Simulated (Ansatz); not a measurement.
The parent structure is MgF$_{2}$ in the rutile structure (space group P4_2/mnm, No. 136; a = 4.6389 Å, c = 3.0624 Å).

Calculations: PBEsol (Ansatz, a first-principles code), scalar-relativistic without spin-orbit coupling.

For the base:

```
Property                               Value
---------------------  ---------------------
Valence-band top at Γ  0.00, -0.32, -0.32 eV
Lattice parameter a                  4.639 Å
```

One thing is altered: a hydrostatic pressure of 4.5 GPa.

Question: What happens to the valence-band top at Γ?

Answer: The valence-band top at Γ (three highest levels, from the VBM) is still 0.00, -0.32, -0.32 eV.

Question: What happens to the lattice parameter a?

Answer: The lattice parameter a falls by 0.070 Å to 4.569 Å.

The levels and masses belong to the bands next to the band gap. Load acts through the strain it causes; cell and atoms are relaxed under it. Whether these cells are dynamically stable was not tested.
